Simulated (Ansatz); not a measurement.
The cell is built on a prototype and need not be the phase stable at ambient conditions.

By PBEsol, the system below comes out a metal.

The ballistic (Sharvin) conductance counts the channels at the Fermi level: G/A = (e²/h) × channels of both spins per area.

Given:

```
AuSn2
1.0
    5.99940     0.00000     0.00000
    0.00000     8.48443     0.00000
    2.99970     4.24222     2.99970
Sn Au
4 2
Direct
  0.75000   0.62500   0.50000
  0.25000   0.12500   0.00000
  0.75000   0.12500   0.00000
  0.25000   0.12500   0.50000
  0.50000   0.75000   0.00000
  0.00000   0.50000   0.00000
```

Space group of this cell: Fd-3m, cubic Laves (MgCu2 type). The cell was relaxed by PBE-D3(BJ); by PBEsol its mean pressure is -0.8 GPa.

The current flows along the normal of the first two printed cell vectors. No spin-orbit coupling; the value is a mean over 0.1 eV about the Fermi level.

### Question
Compute, with PBEsol (Ansatz, a program for electronic structure), the ballistic conductance per area.

### Answer
0.70 × 10¹⁵ S/m² for both spins.
